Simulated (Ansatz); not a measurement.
# A computed series for Rh2Ge: pressure series

The parent structure is Rh2Ge (space group Pnma, No. 62; a = 5.4147 Å, b = 4.0055 Å, c = 7.5755 Å).

Cell and atoms are relaxed at each pressure.

Level of theory: PBEsol/PAW in Ansatz (an electronic-structure program), spin-orbit coupling left out, earlier PAW set.

Notes on the quantities. enthalpy: H = E + PV relative to the base's energy.

| change | enthalpy | shortest interatomic distance | density |
|---|---|---|---|
| base | – | 2.471 Å | 11.26 g/cm³ |
| pressure −1 GPa | -0.09 eV/atom | 2.474 Å | 11.21 g/cm³ |
| pressure 3 GPa | +0.25 eV/atom | 2.465 Å | 11.40 g/cm³ |
| pressure 7 GPa | +0.59 eV/atom | 2.457 Å | 11.58 g/cm³ |
| pressure 15 GPa | +1.24 eV/atom | 2.443 Å | 11.90 g/cm³ |
| pressure 30 GPa | +2.43 eV/atom | 2.418 Å | 12.44 g/cm³ |
| pressure 50 GPa | +3.94 eV/atom | 2.390 Å | 13.05 g/cm³ |
| pressure 75 GPa | +5.74 eV/atom | 2.357 Å | 13.70 g/cm³ |
| pressure 100 GPa | +7.46 eV/atom | 2.327 Å | 14.26 g/cm³ |

Load acts through the strain it causes; cell and atoms are relaxed under it. Whether these cells are dynamically stable was not tested. Competing high-pressure phases were not computed. The final runs are not spin-polarised.
